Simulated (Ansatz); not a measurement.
# Parameter sweep on KMnSb (P4/nmm, 6 atoms in the cell)

```xyz
6
Lattice="4.6290 0.0000 0.0000 0.0000 4.6290 0.0000 0.0000 0.0000 8.1210" Properties=species:S:1:pos:R:3 pbc="T T T"
K      0.0000     2.3145     5.3274
K      2.3145     0.0000     2.7936
Sb     0.0000     2.3145     1.5917
Sb     2.3145     0.0000     6.5293
Mn     0.0000     0.0000     0.0000
Mn     2.3145     2.3145     0.0000
```
Moments meant for the start (each program seeds them in its own way; μB, in the order of the atoms K K Sb Sb Mn Mn): 0.0 0.0 0.0 0.0 4.0 4.0.

Base run A: Ansatz (a quantum-chemistry and plane-wave program) with PBEsol, default PAW files made with PBE, self-consistent single point.

Its settings: basis.ecutwfc = 420 eV; kpoints.mp_grid.grid = 4 4 2; hamiltonian.xc = pbesol; hamiltonian.pseudopotentials = {kind: paw} (the program's default PAW files); magnetization.spin_polarized = true; scf.occupations.method = gaussian; scf.occupations.width = 0.1 eV.

The starting cell comes from a database of published, mostly measured structures (it also holds non-ambient and calculated ones), without a prior relaxation at this level. The magnetic order is the one reached from the typed start; others were not searched systematically. The program warned that, by what it read of turns of the moments, another magnetic order lies lower. Ansatz's pressure includes its estimate of the finite-basis (Pulay) stress. Without a gap this mesh is coarse (it stands for a supercell whose shortest vector is 16 Å).

ΔF is the free energy per atom less that of run A. 

| run | scf.occupations.width | ΔF (meV/atom) | pressure (GPa) | largest force (eV/Å) | size of the net moment (μB/atom) | TS (meV/atom) |
|---|---|---|---|---|---|---|
| A | 0.1 eV | 0.00 | -1.36 | 0.483 | 1.48 | 4.9 |
| B | 0.002 eV | 2.5 | -1.56 | 0.528 | 1.46 | 0.0 |
| C | 0.01 eV | 2.4 | -1.56 | 0.528 | 1.46 | 0.0 |
| D | 0.025 eV | 2.3 | -1.57 | 0.530 | 1.46 | 0.2 |
| E | 0.05 eV | 1.96 | -1.49 | 0.509 | 1.47 | 1.3 |
| F | 0.15 eV | -2.7 | -1.33 | 0.485 | 1.48 | 8.9 |
| G | 0.2 eV | -5.9 | -1.34 | 0.492 | 1.48 | 13.7 |
| H | 0.3 eV | -13.7 | -1.39 | 0.512 | 1.46 | 26.4 |
| I | 0.5 eV | -36.7 | -1.60 | 0.577 | 1.42 | 72.4 |
| J | 0.8 eV | -95.5 | -2.05 | 0.699 | 1.32 | 199.2 |

Run F against A: The free energy drops by 2.7 meV/atom, the pressure moves little (-1.36 to -1.33 GPa), the largest force moves little (0.483 to 0.485 eV/Å) and the size of the net moment stays at 1.48 μB/atom.

Run I against A: The free energy falls by 36.7 meV/atom, the pressure goes from -1.36 to -1.60 GPa, the largest force goes from 0.483 to 0.577 eV/Å and the size of the net moment goes from 1.48 to 1.42 μB/atom.

Keys are those of Ansatz 0.2.
